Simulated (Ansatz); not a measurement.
# In2Ge2O7 (space group C2/m, No. 12)

```
CELL_PARAMETERS angstrom
      3.32724    -4.43386     0.00000
      3.32724     4.43386     0.00000
     -1.03884     0.00000     4.85041
ATOMIC_POSITIONS crystal
  In 0.30704 0.69296 0.00000
  In 0.69296 0.30704 0.00000
  Ge 0.76313 0.76313 0.59426
  Ge 0.23687 0.23687 0.40574
  O  0.40728 0.07383 0.21185
  O  0.59272 0.92617 0.78815
  O  0.92617 0.59272 0.78815
  O  0.07383 0.40728 0.21185
  O  0.00000 0.00000 0.50000
  O  0.41309 0.41309 0.72662
  O  0.58691 0.58691 0.27338
```

Level of theory: plane-wave PAW DFT at the PBEsol level (Ansatz, an electronic-structure program, 420 eV), without spin-orbit coupling. Γ-centred 5×5×6 mesh, Fermi–Dirac width 0.05 eV.

| Item | Value |
|---|---|
| Volume per atom | 13.01 Å³ |
| Density | 5.65 g/cm³ |
| Band gap | 1.99 eV, direct at Γ |
| Lowest conduction-band minima above the VBM | Γ 1.99 eV |
| Total energy | -2134.935 eV/atom (σ→0; compares only within this code and set-up) |

No phonon test of stability was made.
